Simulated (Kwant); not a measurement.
Device: wire with an abrupt hard-wall neck in a InAs two-dimensional gas. Effective mass 0.023 mₑ, grid spacing 10 nm, hard walls, nominal width 300 nm (29 grid rows, so walls 300 nm apart), one parabolic valley, scattering region 900 nm long along x; energies count from the band bottom; Fermi energy swept from 9.0829e-05 to 0.01521 eV. Central neck 150 nm wide and 74 nm long.

The device is made up for the run: typed textbook-type constants, with dimensions and the other settings drawn at random.

Model: effective-mass tight-binding model on a square grid, one spin, coherent transport at 0 K (Kwant). Conductance is in e²/h.

Sweep values stay those of the base run.

The effective mass was swept, all else fixed.

```
effective mass (mₑ)  G (e²/h) at E = 15.21 meV  G (e²/h) at E = 3.816 meV  G (e²/h) at E = 7.541 meV  mean G (e²/h) over the sweep
-------------------  -------------------------  -------------------------  -------------------------  ----------------------------
0.014                                     3.05                       1.12                       2.02                          2.01
0.018                                     3.98                       1.91                       2.46                          2.38
0.023                                     4.44                       2.00                       2.97                          2.74
```

From the first row to the last the G at E = 15.21 meV goes from 3.05 to 4.44. From the first row to the last the G at E = 3.816 meV goes from 1.12 to 2.00.
